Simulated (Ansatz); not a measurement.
The starting structures come from a database of crystals and need not be the phases stable at ambient conditions.

Inside the gap of an insulator the Bloch states are evanescent, with a wavenumber k + iκ along the transport direction.

Data:

```
CdGa2Te4
1.0
    6.21851     0.00000     0.00000
    3.10926     6.71811     0.00000
    0.00000     2.87803     5.51242
Cd Ga Te
1 2 4
Direct
  0.00000   0.00000   0.00000
  0.25000   0.50000   0.75000
  0.50000   0.00000   0.50000
  0.60759   0.27444   0.58953
  0.86397   0.72556   0.39241
  0.11797   0.27444   0.13603
  0.41047   0.72556   0.88203
```

Space group of this cell: I-4. The cell is taken as given.

Transport runs along the normal of the first two printed cell vectors, the (101) plane of the conventional cell.

The gap is the functional's own. No spin-orbit coupling. Mid-gap values are interpolated on the energy grid.

Predict the band gap and the smallest decay constant κ at mid-gap from r2SCAN run with Ansatz (a program for electronic structure).

Gap 1.59 eV on a 6×6×6 mesh; κ = 0.114 1/Å, at the zone centre.
